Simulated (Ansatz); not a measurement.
Data:

End structure of a constructed model of the (111) surface of fcc Rh, a layer of Pt in place of the second plane (bottom of the slab: a bare face, its two planes held):

```
CELL_PARAMETERS angstrom
      2.70822     0.00000     0.00000
     -1.35411     2.34539     0.00000
      0.00000     0.00000    27.00000
ATOMIC_POSITIONS crystal
  Rh 0.33333 0.66667 0.29659
  Rh 0.66667 0.33333 0.37849
  Rh 0.00000 0.00000 0.45962
  Rh 0.33333 0.66667 0.54122
  Pt 0.66667 0.33333 0.62605
  Rh 0.00000 0.00000 0.71001
```

Set-up: 6 atoms, 11.0 Å thick at the start with caps and adatoms (thin: gaps and levels are the slab's own); mesh 16x16x1; 0.1 eV smearing; dipole correction on; 2 atoms held, the rest relaxed; held to the start's symmetry, so lower structures may exist; no spin, no spin-orbit, no U. In PBE it lies 0.06 eV a 1x1 cell over the lowest computed structure of the same composition (a layer of Pt in place of the third plane).

Question: Estimate the work function of the top face that Ansatz (a first-principles code) with PBE returns for this input.

Answer: 5.27 eV
